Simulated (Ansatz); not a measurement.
The parent structure is Mo in the bcc (W type) structure (space group Im-3m, No. 229; a = 3.161 Å; relaxed with 0.1 eV smearing).

(Cell as relaxed with PBE.)

Levels (all Ansatz, an electronic-structure program, PAW, earlier PAW set): PBE (420 eV, no SOC); r2SCAN (500 eV, scalar-relativistic without spin-orbit coupling).

Each level relaxes its own structure.

```json
[
 {"base": "volume per atom", "PBE": "15.79 Å³", "r2SCAN": "15.65 Å³"},
 {"base": "lattice parameter a", "PBE": "3.161 Å", "r2SCAN": "3.151 Å"},
 {"base": "band gap", "PBE": "zero", "r2SCAN": "zero"}
]
```

Now apply this change: every lattice vector is stretched by 0.18 %; the atoms relax in the strained cell.

| quantity | PBE | r2SCAN |
|---|---|---|
| energy relative to the base (free energy F) | +0.4 meV/atom | (withheld) |
| pressure | -1.4 GPa | (withheld) |
| band gap | zero | (withheld) |

Predict the r2SCAN column.


- energy relative to the base (free energy F), r2SCAN: +0.4 meV/atom
- pressure, r2SCAN: -1.5 GPa
- band gap, r2SCAN: zero

The two agree on the energy relative to the base and band gap. Neither level is exact; r2SCAN is the comparison here, not a measurement.

No phonon test of stability was made. All final runs are without spin polarisation.
